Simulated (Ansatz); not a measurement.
# PBE against PBEsol: hypothetical P-3m1 La2S3, uniaxial strain ε_zz = +1.21 %

The parent structure is La2S3 (space group P-3m1, No. 164; a = 4.654 Å, c = 7.168 Å; a hypothetical phase, not in the database extracts checked). Axes: x lies along a and z along c of the hexagonal cell.

(Cell as relaxed with PBE.)

Levels (all Ansatz, a quantum-chemistry and plane-wave program, PAW): PBE (420 eV, without spin-orbit coupling); PBEsol (420 eV, without spin-orbit coupling).

Each level relaxes its own structure.

```csv
base,PBE,PBEsol
volume per atom,26.89 Å³,25.55 Å³
lattice parameter a,8.794 bohr,8.734 bohr
band gap,2.26 eV,2.11 eV
```

It is then changed as follows: the cell is stretched by 1.21 % along z with no lateral relaxation, atoms relaxed at fixed cell.

```csv
quantity,PBE,PBEsol
"stress (xx, yy, zz, yz, xz, xy; compression positive)","(-0.52, -0.52, -0.70, 0.00, 0.00, 0.00) GPa",___
band gap,2.25 eV,___
gap character,"indirect, Γ → M",___
```

Problem. What does PBEsol give?

Solution. 
- stress (xx, yy, zz, yz, xz, xy; compression positive), PBEsol: (-0.60, -0.60, -0.68, 0.00, 0.00, 0.00) GPa
- band gap, PBEsol: 2.16 eV
- gap character, PBEsol: direct at Γ

PBE's band gap lies 0.09 eV above PBEsol's; they disagree on the gap character. Neither level is exact; PBEsol is the comparison here, not a measurement.

No phonon test of stability was made.
